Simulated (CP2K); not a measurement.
## A short convergence ladder for SrSO₄ (R3m, 6 atoms in the cell)

```yaml
crystal:
  lattice:
    - [5.12287, 0.00000, 0.00000]
    - [2.56143, 4.43653, 0.00000]
    - [2.56143, 1.47884, 4.18281]
  atoms:
    - { symbol: Sr, position: [0.50399, 0.50399, 0.50399] }
    - { symbol: S, position: [0.00000, 0.00000, 0.00000] }
    - { symbol: O, position: [0.88106, 0.88106, 0.88106] }
    - { symbol: O, position: [0.35682, 0.88106, 0.88106] }
    - { symbol: O, position: [0.88106, 0.88106, 0.35682] }
    - { symbol: O, position: [0.88106, 0.35682, 0.88106] }
```

Base method: LDA (Pade form), GPW, DZVP-MOLOPT-SR-GTH basis, GTH-PADE potentials (GTH_POTENTIALS) in CP2K.

Base settings: CUTOFF = 500 Ry; REL_CUTOFF = 50 Ry; KPOINTS/SCHEME = MONKHORST-PACK 2 2 2; GAMMA_CENTERED = T; XC_FUNCTIONAL = PADE; Sr/BASIS_SET = DZVP-MOLOPT-SR-GTH; Sr/POTENTIAL = GTH-PADE-q10; S/BASIS_SET = DZVP-MOLOPT-SR-GTH; S/POTENTIAL = GTH-PADE-q6; O/BASIS_SET = DZVP-MOLOPT-SR-GTH.

Core times come from one kind of shared machine, to one figure; runs under 30 s give none.

**The setting rel cutoff**

The second cell is the first with its lattice scaled by 0.98.

The mesh stays at the base's, so the ladder's end is converged at best in this setting alone.

Only quantities that move along the ladder and can be compared are tabulated; the gap is left out on so coarse a mesh.

| REL_CUTOFF | free energy less the last step's (meV/atom) | energy of the compressed cell less the first (meV/atom) | pressure (GPa) | largest difference of a force vector from the last step's (eV/Å) | core time / last (rough) |
|---|---|---|---|---|---|
| 20 Ry | -11.12 | -7.02 | -4.46 | 0.058 | – |
| 30 Ry | -0.01 | -9.82 | -4.99 | 0.000 | – |
| 40 Ry | 0.00 | -9.84 | -5.00 | 0.000 | 0.6 |
| 50 Ry | 0.00 | -9.84 | -5.00 | 0.000 | 0.5 |
| 60 Ry | 0.00 | -9.84 | -5.00 | 0.000 | 0.8 |
| 80 Ry | 0.00 | -9.84 | -5.00 | 0.000 | 0.7 |
| 100 Ry | 0.00 | -9.84 | -5.00 | 0.000 | 1 |

Coarsest REL_CUTOFF that holds the free energy within 2 meV/atom of the last step, with all finer ones: 30 Ry; the step before is off by 11 meV/atom.

Coarsest REL_CUTOFF that holds the energy of the compressed cell less the first within 1 meV/atom of the last step, with all finer ones: 30 Ry; the step before is off by 2.8 meV/atom.

Coarsest REL_CUTOFF that holds the forces within 0.01 eV/Å of the last step, with all finer ones: 30 Ry; the step before is off by 0.058 eV/Å.

On the base run: the starting cell comes from a database of computed structures (which also holds hypothetical and non-ambient phases and stackings), without a prior relaxation at this level. Its lattice was rescaled by up to half a per cent. One atom was moved a little off its site on purpose. Values carry the incompleteness of an atom-centred basis. In the base run, with a pressure of about -5 GPa the cell is away from its equilibrium volume at this level.

Left out of this page: 1 run of the series unsound by tests on forces, stress, charge or solver warnings.
